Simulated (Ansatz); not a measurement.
The parent structure is MgTe in the zinc blende structure (space group F-43m, No. 216; a = 6.3681 Å). Axes: x, y, z lie along the cube axes.

All numbers come from plane-wave PAW DFT at the LDA level (Ansatz, an electronic-structure program, 420 eV), no spin-orbit coupling.

Strains are applied to the cell and any free atomic positions relax; under biaxial strain the out-of-plane vector relaxes too.

One change was made to it. Results:

| quantity | base | after |
|---|---|---|
| volume per atom | 32.28 Å³ | 32.74 Å³ |
| electron mass | 0.16 mₑ (at Γ) | 0.17 mₑ out of plane, 0.16 mₑ in plane (at Γ) |
| energy relative to the base (free energy F) | 0 meV/atom | +2.0 meV/atom |
| band gap | 2.38 eV | 2.22 eV |

Problem. Name the change that was made.
(A) biaxial strain −0.42 %, plane normal [111], relaxed out of plane
(B) biaxial strain +1.25 %, plane normal [111], relaxed out of plane
(C) biaxial strain +0.42 %, plane normal [111], relaxed out of plane

Solution. B, biaxial strain +1.25 %, plane normal [111], relaxed out of plane. For comparison, the band gap in the other runs: biaxial strain +0.42 %, plane normal [111], relaxed out of plane gives 2.33 eV; biaxial strain −0.42 %, plane normal [111], relaxed out of plane gives 2.39 eV.

Spin-orbit coupling, missing from the scalar runs, can matter with Te. Masses are band curvatures over ±0.01 Å⁻¹ around the edge. Stability against distortions was not tested.
